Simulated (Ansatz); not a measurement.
The starting structures come from a database of crystals and need not be the phases stable at ambient conditions.

 Where the default PAW files enter, the runs use the earlier of Ansatz's two default sets.

By LDA and PBEsol, the system below comes out a metal.

Consider the following.

```
Ag
1.0
    2.92230     0.00000     0.00000
   -1.46115     2.53079     0.00000
    0.00000     0.00000     4.70166
Ag
2
Direct
  0.33333   0.66667   0.25000
  0.66667   0.33333   0.75000
```

Space group of this cell: P6_3/mmc, hcp (Mg type). The cell is taken as given; by PBEsol its mean pressure is -4.3 GPa.

The current runs along the normal of the first two printed vectors, the (001) plane. All runs by Ansatz (a first-principles code), plane waves and PAW, without spin-orbit coupling; the base is PBEsol.

| run | mean pressure (GPa) | G/A, both spins (10¹⁵ S/m²) |
|---|---|---|
| base | -4.3 | 0.85 |
| all lengths scaled by 0.98 | 2.5 | 0.87 |
| all lengths scaled by 1.02 | -8.9 | ? |
| lda in place of pbesol | -8.8 | 0.85 |
| lengths across the current scaled by 0.98, ions clamped | -0.1 | ? |
| lengths across the current scaled by 1.02, ions clamped | -7.4 | 0.84 |
| lengths along the current scaled by 0.97, ions clamped | -0.9 | 0.88 |
| lengths along the current scaled by 1.03, ions clamped | -6.8 | 0.81 |

### Question
Complete the blanks.

### Answer

- all lengths scaled by 1.02, G/A, both spins (10¹⁵ S/m²): 0.82
- lengths across the current scaled by 0.98, ions clamped, G/A, both spins (10¹⁵ S/m²): 0.86
